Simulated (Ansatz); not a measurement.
Data:

```yaml
crystal:
  lattice:
    - [2.05649, 1.17509, 9.33694]
    - [-2.04472, 1.14649, 9.33798]
    - [-0.01888, -2.34718, 9.34069]
  atoms:
    - { symbol: Bi, position: [0.40430, 0.40113, 0.39982] }
    - { symbol: Bi, position: [0.59570, 0.59887, 0.60018] }
    - { symbol: Se, position: [0.00000, 0.00000, 0.00000] }
    - { symbol: Se, position: [0.20225, 0.20947, 0.21254] }
    - { symbol: Se, position: [0.79775, 0.79053, 0.78746] }
```

No spin polarisation.

A single point on Bi2Se3 with a change (strain tensor (xx, yy, zz, yz, xz, xy) = (−1.04, −2.26, −1.52, −0.09, −0.03, +0.69) %), its geometry relaxed with PBE-D3(BJ).

The values are results of r2SCAN/PAW in Ansatz (a quantum-chemistry and plane-wave program), scalar-relativistic without spin-orbit coupling, not measurements. k-mesh 9×9×9 (Γ-centred); smearing 0.05 eV (Fermi–Dirac).

Problem. Predict the width of the top valence band and band gap.

Solution. 
- Width of the top valence band: 1.80 eV
- Band gap: 0.33 eV

Single points use the geometry relaxed with PBE-D3(BJ). With Bi present, leaving out spin-orbit coupling can change the band edges. No phonon test of stability was made. The cell was made from Bi2Se3 in the Bi2Te3 type structure (space group R-3m, No. 166) by this change: strain tensor (xx, yy, zz, yz, xz, xy) = (−1.04, −2.26, −1.52, −0.09, −0.03, +0.69) %.
